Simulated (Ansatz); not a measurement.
Hypothetical CdI2 type SiO2: O interstitial (started 1.83 Å from the nearest host atom), symmetric start

Base system: a 12-atom supercell of SiO$_{2}$ in the CdI2 type structure (space group P-3m1, No. 164; a = 2.670 Å, c = 4.541 Å; a hypothetical phase, not in the database extracts checked; layered, stacked along the Cartesian z axis) at its relaxed geometry.

Modification: one O atom is added in an open site, starting 1.83 Å from the nearest host atom, atoms relaxed at fixed cell.

The values are results of Ansatz (an electronic-structure program) r2SCAN+rVV10, no SOC, earlier PAW set, not measurements. k-mesh 7×7×7 (Γ-centred); smearing 0.01 eV (Fermi–Dirac).

The pressure goes from zero to 17.8 GPa and the largest displacement of a host atom from its site in the perfect cell comes out as 0.28 Å. The final site of the added atom amounts to 1 Si at 1.85 Å.

Final structure:

```yaml
crystal:
  lattice:
    - [5.34003, 0.00000, 0.00000]
    - [-2.67002, 4.62460, 0.00000]
    - [2.67002, 4.62460, 4.54127]
  atoms:
    - { symbol: Si, position: [0.01503, 0.01474, 0.98512] }
    - { symbol: Si, position: [0.01503, 0.51518, 0.98512] }
    - { symbol: Si, position: [0.51459, 0.01474, 0.98512] }
    - { symbol: Si, position: [0.45299, 0.45299, 0.04701] }
    - { symbol: O, position: [0.13447, 0.95404, 0.18510] }
    - { symbol: O, position: [0.13447, 0.49533, 0.18510] }
    - { symbol: O, position: [0.63485, 0.96819, 0.19848] }
    - { symbol: O, position: [0.67576, 0.49533, 0.18510] }
    - { symbol: O, position: [0.35594, 0.52283, 0.81028] }
    - { symbol: O, position: [0.39220, 0.05887, 0.77447] }
    - { symbol: O, position: [0.85662, 0.52283, 0.81028] }
    - { symbol: O, position: [0.85662, 0.02351, 0.81028] }
    - { symbol: O, position: [0.04477, 0.04477, 0.45523] }
```

Cost of the whole job for the changed cell (relaxation, final SCF and bands): about 13 core-minutes (a rough figure).

The magnetic state is the one reached from the starting moments; the real material's order can differ, and small cells can't hold many antiferromagnetic ones. In so small a cell the defect repeats every few ångströms: this is an ordered compound, not a dilute defect. The defect started on the symmetric site and kept its symmetry, so it may sit on a saddle. The defect cell is spin-polarised and ends with 2.0 μB.
